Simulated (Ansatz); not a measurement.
The starting structures come from a database of crystals and need not be the phases stable at ambient conditions.

Given:

```
CELL_PARAMETERS angstrom
      5.30065     0.00000     0.00000
     -2.30229     4.77455     0.00000
      0.00000     0.00000     4.69220
ATOMIC_POSITIONS crystal
  Li 0.47368 0.88660 0.50000
  Li 0.88660 0.47368 0.50000
  B  0.74216 0.74216 0.81703
  B  0.74216 0.74216 0.18297
  B  0.09801 0.90213 0.69361
  B  0.90213 0.09801 0.30639
  B  0.09801 0.90213 0.30639
  B  0.90213 0.09801 0.69361
  B  0.25654 0.25654 0.18344
  B  0.25654 0.25654 0.81656
  B  0.66732 0.00630 0.00000
  B  0.00630 0.66732 0.00000
  B  0.99224 0.33052 0.00000
  B  0.33052 0.99224 0.00000
  C  0.49812 0.49812 0.64622
  C  0.49812 0.49812 0.35378
```

Space group of this cell: Amm2. The cell is taken as given.

Transport runs along the normal of the first two printed cell vectors.

The gap is the functional's own. No spin-orbit coupling. Mid-gap values are interpolated on the energy grid.

**Question.** Predict the band gap and the smallest decay constant κ at mid-gap from r2SCAN run with Ansatz (a quantum-chemistry and plane-wave program).

**Answer.** Gap 1.50 eV on a 6×6×6 mesh; κ = 0.167 1/Å, at the zone centre.
